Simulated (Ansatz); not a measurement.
Levels about the gap of amorphous Ga₂₄O₃₉Sc₂ (65 atoms in a cell of 811 Å³, 4.89 g/cm³; zone centre alone, so wide bands show as single levels with stretches between that a denser mesh fills), at the geometry that PBE relaxed, where it gives -0.9 GPa on a denser mesh. The participation number counts the atoms over which a state spreads; weights are charges in smoothed Voronoi cells. The levels come from a single point, so bond lengths are those of that geometry. Method of the levels: r2SCAN, scalar-relativistic without spin-orbit coupling (Ansatz, a program for electronic structure). Sampling: the zone centre alone; Fermi-Dirac width 0.02 eV; no spin polarisation. At PBE the levels at the filled edge of the gap are localised (band-tail or defect states).

It comes from a melt-quench run on a machine-learned potential (CHGNet), relaxed afterwards by DFT. O atoms were pushed apart under 1.9 Å during the dynamics, to hinder bonds among them. The hot cell started wider than the set density and was brought back towards it in steps. It is the lowest in DFT energy of 2 quenches. It is a model cell: composition and starting density were chosen by hand, and all elements were melted together. No dispersion term was used. Its density started from a set value of 4.89 and ended at 4.89 g/cm³. Cooling (nominally 280 K/ps over its main leg) ran many orders faster than in experiment, which tends to leave more defects and strain. Values belong to this one cell and scatter from quench to quench. The volume was held where the preparation left it and the shape relaxed, at a PBE pressure of -0.9 GPa (tension). Stress components on the final sampling reach 1.0 GPa.

```
E - E(highest filled), eV  filling  participation number        largest on  weight O  weight Ga  weight Sc
-------------------------  -------  --------------------  ----------------  --------  ---------  ---------
-0.31                       filled                  13.8   O, 3 neighbours      0.94       0.05       0.00
-0.30                       filled                  19.8   O, 3 neighbours      0.94       0.06       0.00
-0.24                       filled                  12.4   O, 3 neighbours      0.95       0.05       0.00
-0.22                       filled                   9.4   O, 2 neighbours      0.95       0.04       0.00
-0.16                       filled                  17.0   O, 3 neighbours      0.94       0.05       0.00
-0.15                       filled                  18.7   O, 3 neighbours      0.95       0.04       0.00
0.00                        filled                   2.4   O, 3 neighbours      0.95       0.04       0.01
2.43                         empty                  57.7  Ga, 4 neighbours      0.53       0.46       0.01
4.83                         empty                  27.5  Sc, 6 neighbours      0.48       0.41       0.11
4.99                         empty                   8.7  Sc, 6 neighbours      0.38       0.29       0.33
5.06                         empty                   6.9  Sc, 6 neighbours      0.35       0.22       0.43
5.10                         empty                  29.1  Sc, 6 neighbours      0.49       0.40       0.12
5.17                         empty                   5.3  Sc, 6 neighbours      0.35       0.22       0.44
5.30                         empty                  12.3  Sc, 6 neighbours      0.43       0.28       0.29
```

Most localised among these is the filled level at +0.00 eV, on a O atom, which has 3 neighbours (Ga 1.85 Å, Ga 1.92 Å, Sc 2.41 Å).
